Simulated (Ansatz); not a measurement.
**Point defect Ga vacancy in beta Ga2O3**

Computed with PBE, PAW (plane waves to 420 eV; Ansatz, a first-principles code). The supercell holds 120 host sites (1×3×2 repeats of a cell of 20 atoms), with a 2×2×2 shifted k-point sampling for the final energies. Site at the start: the Ga(1) site. Finite-size correction: monopole term and site-potential alignment. Dielectric constants: PBE linear response of the host. Host gap at this level: 2.01 eV. Finite-size and sampling errors can reach tenths of an eV here. Levels are measured in PBE's own, too narrow, gap. Spin–orbit coupling is left out. Each state is the lowest found from its start.

Formation energies E_f are given with the Fermi level at the valence-band maximum. Chemical conditions: Ga-rich (Δμ(Ga) = 0.00 eV; only phases computed here count, gases as isolated molecules at 0 K); O-rich (Δμ(Ga) = -4.56 eV; only phases computed here count, gases as isolated molecules at 0 K). Reference phases: Ga: alpha gallium.

Charges with a result: +1, 0, −1, −2, −3. Others weren't obtained, and one of them could lie lower, also by skipping a charge.

```csv
charge,moment (μB),point group,largest move off a lattice site (Å),image correction with alignment (eV),"E_f, Ga-rich (eV)","E_f, O-rich (eV)",above the lowest spin state (eV)
+1†,4.0,–,0.19,-0.12,–,–,0.00
+1*,not spin-polarised,–,0.15,–,–,–,0.74
0,3.0,Cs,0.15,0.00,9.05,4.50,0.00
0,3.0,Cs,0.15,0.00,9.05,4.50,0.00
−1,2.0,Cs,0.16,0.37,9.53,4.97,0.00
−1,not spin-polarised,Cs,0.17,0.38,9.90,5.34,0.37
−2,1.0,Cs,0.17,1.00,10.48,5.92,0.00
−2,1.0,Cs,0.17,1.00,10.48,5.92,0.00
−3,not spin-polarised,Cs,0.17,1.89,12.00,7.45,0.00
```

* At this level the carrier isn't localised at the defect: . Such a state is shallow or no state of the defect, and this cell gives it no level.

† Not settled in this cell, so no level is given: charge +1: level within 0.1 eV of a band edge or past it.

Point groups are those of the whole cell at tolerances of 0.03 and 0.1 Å ("near" where only the looser one holds); none is given for unsettled states.

Starting moments that weren't kept: charge +1 began with 2 μB and ended with 4.0; charge 0 began with 1 μB and ended with 3.0; charge −2 began with 3 μB and ended with 1.0.

Transition levels above the valence-band maximum: ε(0/−1) = 0.47 eV; ε(−1/−2) = 0.95 eV; ε(−2/−3) = 1.53 eV. On the lower envelope of the bound states, inside the gap: (0/−1) at 0.47 eV; (−1/−2) at 0.95 eV; (−2/−3) at 1.53 eV.

Flagged in the runs: a host whose relaxation on this sampling wasn't shown to rest, a strain field that reaches the edge of the cell.

All states together cost roughly 30 core-hours.
